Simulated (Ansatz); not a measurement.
## Short convergence ladders for BiS (Cm, 4 atoms in the cell)

```
BiS
1.0
    2.83287    -2.79049     0.00000
    2.83287     2.79049     0.00000
   -1.65000     0.00000    10.87060
Bi S
2 2
Cartesian
  0.50638   0.00000   3.77547
  3.50937   0.00000   7.14514
  3.52021   0.00000   4.19170
  0.49554   0.00000   6.67890
```

Base method: LDA (PW92), default PAW files made with PBE (plane waves; Ansatz, a first-principles code).

Base settings: basis.ecutwfc = 420 eV; kpoints.mp_grid.grid = 8 8 3; hamiltonian.xc = lda; hamiltonian.pseudopotentials = {kind: paw} (the program's default PAW files); scf.occupations.method = fermi_dirac; scf.occupations.width = 0.1 eV.

The count of work is k-points × plane waves × bands × iterations; it is no time. Core times come from one kind of shared machine, to one figure; runs under 30 s give none.

**Shifted k-point meshes**

In this ladder: kpoints.mp_grid.shift = 0.5 0.5 0.5.

Only quantities that move along the ladder and can be compared are tabulated.

```tsv
kpoints.mp_grid.grid	free energy less the last step's (meV/atom)	pressure (GPa)	largest difference of a force vector from the last step's (eV/Å)	count of work / last
2 2 1	-35.20	-1.84	0.705	0.0027
3 3 2	14.35	-1.56	0.247	0.0071
5 5 2	8.59	-1.34	0.126	0.018
7 7 3	0.43	-1.31	0.062	0.052
9 9 4	-0.05	-1.36	0.019	0.11
20 20 8	0.00	-1.36	0.000	1.0
```

Coarsest kpoints.mp_grid.grid that holds the free energy within 5 meV/atom of the last step, with all finer ones: 7 7 3, at 0.052 of the last step's count of work; the step before is off by 8.6 meV/atom.

Coarsest kpoints.mp_grid.grid that holds the pressure within 0.1 GPa of the last step, with all finer ones: 5 5 2, at 0.018 of the last step's count of work; the step before is off by 0.20 GPa.

Coarsest kpoints.mp_grid.grid that holds the forces within 0.01 eV/Å: not settled: the last two steps still differ by 0.019 eV/Å, over half the tolerance, so the ladder does not show it.

**The k-point mesh at a smearing width of 0.05 eV**

In this ladder: scf.occupations.width = 0.05 eV.

The second cell is the first with its lattice scaled by 0.98.

Only quantities that move along the ladder and can be compared are tabulated.

```tsv
kpoints.mp_grid.grid	free energy less the last step's (meV/atom)	energy of the compressed cell less the first (meV/atom)	pressure (GPa)	largest difference of a force vector from the last step's (eV/Å)	count of work / last
3 3 1	29.29	-3.02	-1.29	0.319	0.014
5 5 2	-11.21	-6.64	-1.56	0.129	0.043
8 8 3	0.11	-4.55	-1.44	0.047	0.14
11 11 4	1.97	-3.66	-1.38	0.014	0.33
16 16 6	0.00	-3.68	-1.39	0.000	1.0
```

Coarsest kpoints.mp_grid.grid that holds the energy of the compressed cell less the first within 1 meV/atom of the last step, with all finer ones: 8 8 3, at 0.14 of the last step's count of work; the step before is off by 3.0 meV/atom.

Coarsest kpoints.mp_grid.grid that holds the free energy within 5 meV/atom of the last step, with all finer ones: 8 8 3, at 0.14 of the last step's count of work; the step before is off by 11 meV/atom.

**The mesh under tetrahedron occupations**

In this ladder: scf.occupations.method = tetrahedron; scf.occupations.width = default.

Only quantities that move along the ladder and can be compared are tabulated.

```csv
kpoints.mp_grid.grid,free energy less the last step's (meV/atom),pressure (GPa),largest difference of a force vector from the last step's (eV/Å),count of work / last,core time / last (rough)
4 4 2,-3.89,-1.38,0.269,0.028,–
5 5 2,-13.23,-1.54,0.182,0.034,–
7 7 3,5.06,-1.44,0.120,0.083,–
10 10 4,2.16,-1.44,0.049,0.17,0.09
16 16 6,-0.52,-1.40,0.002,0.62,0.3
19 19 7,0.00,-1.40,0.000,1.0,1
```

Coarsest kpoints.mp_grid.grid that holds the free energy within 2 meV/atom of the last step, with all finer ones: 16 16 6, at about 0.3 of the last step's time; the step before is off by 2.2 meV/atom.

Coarsest kpoints.mp_grid.grid that holds the pressure within 0.05 GPa of the last step, with all finer ones: 7 7 3, at 0.083 of the last step's count of work; the step before is off by 0.13 GPa.

Coarsest kpoints.mp_grid.grid that holds the forces within 0.005 eV/Å of the last step, with all finer ones: 16 16 6, at about 0.3 of the last step's time; the step before is off by 0.049 eV/Å.

On the base run: the starting cell comes from a database of computed structures (which also holds hypothetical and non-ambient phases and stackings), without a prior relaxation at this level. Its lattice was rescaled by up to half a per cent. One atom was moved a little off its site on purpose. Ansatz's pressure includes its estimate of the finite-basis (Pulay) stress. The run gives no clean gap (levels at the Fermi energy touch, overlap or are partly filled at this smearing), which alone does not show that the compound is a metal.

Keys are those of Ansatz 0.2.
